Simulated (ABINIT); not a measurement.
A self-consistent single point of Br (Cmce, 4 atoms in the cell) with ABINIT.

Method: PBE, spin-orbit coupling, PAW (JTH v2.0 PBE PAW) (plane waves; ABINIT).

```
Br
1.0
    2.25590    -3.35868     0.00000
    2.25590     3.35868     0.00000
    0.00000     0.00000     8.78191
Br
4
Direct
  0.86100   0.86100   0.88900
  0.63900   0.63900   0.38900
  0.36100   0.36100   0.61100
  0.13900   0.13900   0.11100
```

Reference input (self-consistent single point, DFT, PBE, plane waves, PAW (JTH v2.0 PBE PAW)): pseudos = [Br.GGA_PBE-JTH.xml]; ecut = 40 Ry; pawecutdg = 80 Ry; pawxcdev = 0; occopt = 3; tsmear = 0.02 eV; ngkpt = 5 5 2; nshiftk = 1; shiftk = 0 0 0; potentials = JTH v2.0 PBE PAW; nband = 19; kptopt = 1. This run's input differs from it in these lines:

```diff
@@ -22,6 +22,8 @@
 pawxcdev 0
+nspinor 2
+nspden 1
 occopt 3
 tsmear 0.02 eV
-nband 19
-kptopt 1
+nband 44
+kptopt 4
 ngkpt 5 5 2
```

Output, abridged:

```
--- !BeginCycle
solver: {iscf: 17, nstep: 80, nline: 4, wfoptalg: 10, }
tolerances: {toldfe: 1.00E-09, }
...

     iter   Etot(hartree)      deltaE(h)  residm     nres2
 ETOT  1  -54.370886300552    -5.437E+01 1.623E-02 5.322E+00
 ETOT  2  -54.404240063672    -3.335E-02 6.153E-03 5.218E-01
 ETOT  3  -54.402716635033     1.523E-03 1.413E-03 1.231E-02
 ETOT  4  -54.402761990897    -4.536E-05 5.707E-04 2.453E-03
 ETOT  5  -54.402780266260    -1.828E-05 1.786E-04 1.895E-04
   [... 2 lines left out ...]
 ETOT  8  -54.402783042021    -2.246E-08 9.977E-05 2.100E-07
 ETOT  9  -54.402783047519    -5.497E-09 4.336E-05 8.999E-09
 ETOT 10  -54.402783047679    -1.600E-10 3.593E-05 1.401E-09
 ETOT 11  -54.402783047697    -1.861E-11 1.450E-05 8.315E-11
 At SCF step   11, etot is converged :
  for the second time, diff in etot=  1.861E-11 < toldfe=  1.000E-09

 Cartesian components of stress tensor (hartree/bohr^3)
  sigma(1 1)= -2.92358164E-05  sigma(3 2)=  0.00000000E+00
  sigma(2 2)= -4.68536539E-05  sigma(3 1)=  0.00000000E+00
  sigma(3 3)= -5.72306636E-05  sigma(2 1)=  0.00000000E+00

 ----iterations are completed or convergence reached----

 reduced coordinates (array xred) for    4 atoms
       0.861000000000      0.861000000000      0.889000000000
       0.639000000000      0.639000000000      0.389000000000
       0.361000000000      0.361000000000      0.611000000000
       0.139000000000      0.139000000000      0.111000000000
 cartesian forces (eV/Angstrom) at end:
    1     -0.22626435093770     0.00000018721490    -0.52919290269620
   [... lines left out ...]
 Fermi (or HOMO) energy (hartree) =  -0.02772   Average Vxc (hartree)=  -0.30154
 Fermi (or HOMO) energy (eV) =  -0.75424   Average Vxc (eV)=  -8.20536
   [... lines left out ...]
'-kT*entropy'       : -3.17154717328676E-15
total_energy        : -5.44027820715027E+01
total_energy_eV     : -1.48037498599959E+03
...

-Cartesian components of stress tensor (GPa)         [Pressure=  1.3075E+00 GPa]
- sigma(1 1)= -8.60147269E-01  sigma(3 2)=  0.00000000E+00
- sigma(2 2)= -1.37848186E+00  sigma(3 1)=  0.00000000E+00
- sigma(3 3)= -1.68378397E+00  sigma(2 1)=  0.00000000E+00

 Calculation completed.
```

The run converged in 11 iterations. Against the reference run the pressure moves little (1.21 to 1.31 GPa), the largest force goes from 0.531 to 0.576 eV/Å and the gap on the mesh goes from 1.730 to 1.657 eV.

The starting cell has typed, rounded lattice constants, without a prior relaxation at this level. Its lattice was rescaled by a random factor within 2.5 % of one.

Cost on one core of a shared machine: roughly 3 min.
